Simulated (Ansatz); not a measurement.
Start from BP (space group P6_422, No. 181; a = 3.279 Å, c = 6.995 Å; a hypothetical phase, not in the database extracts checked). Axes: x lies along a and z along c of the hexagonal cell.

(Cell as relaxed with PBE.)

Levels (all Ansatz, an electronic-structure program, PAW): PBE (420 eV, scalar-relativistic without spin-orbit coupling); PBEsol (420 eV, no spin-orbit coupling).

Each level relaxes its own structure.

```json
[
 {"base": "volume per atom", "PBE": "10.86 Å³", "PBEsol": "10.64 Å³"},
 {"base": "lattice parameter a", "PBE": "327.9 pm", "PBEsol": "326.0 pm"},
 {"base": "band gap", "PBE": "zero", "PBEsol": "zero"}
]
```

Perturbation: a pure shear with ε_xz = ε_zx = 0.0272, atoms relaxed at fixed cell.

| quantity | PBE | PBEsol |
|---|---|---|
| shortest interatomic distance | 197.3 pm | ? |
| pressure (mean of the normal stresses, compression positive) | 0.5 GPa | ? |
| energy relative to the base (free energy F) | +20 meV/atom | ? |
| largest internal atomic displacement | 0.012 Å | ? |
| band gap | zero | ? |

Given the PBE results, estimate those of PBEsol.


- shortest interatomic distance, PBEsol: 196.2 pm
- pressure (mean of the normal stresses, compression positive), PBEsol: 0.5 GPa
- energy relative to the base (free energy F), PBEsol: +21 meV/atom
- largest internal atomic displacement, PBEsol: 0.014 Å
- band gap, PBEsol: zero

PBE's shortest interatomic distance lies 1.1 pm above PBEsol's (0.5 %); PBE's energy relative to the base lies 0.4 meV/atom below PBEsol's; the two agree on the pressure and band gap. Neither level is exact; PBEsol is the comparison here, not a measurement.

The mesh was chosen for an insulator and is coarse for the gapless case. The cells carry an imposed strain or load. No phonon test of stability was made. The base started in P3_121 and relaxed to P6_422 at this level. All final runs are without spin polarisation. Gaps under 0.05 eV, about the width of the smearing, are given as zero. The zero or small gap of BP can change with the level of theory.
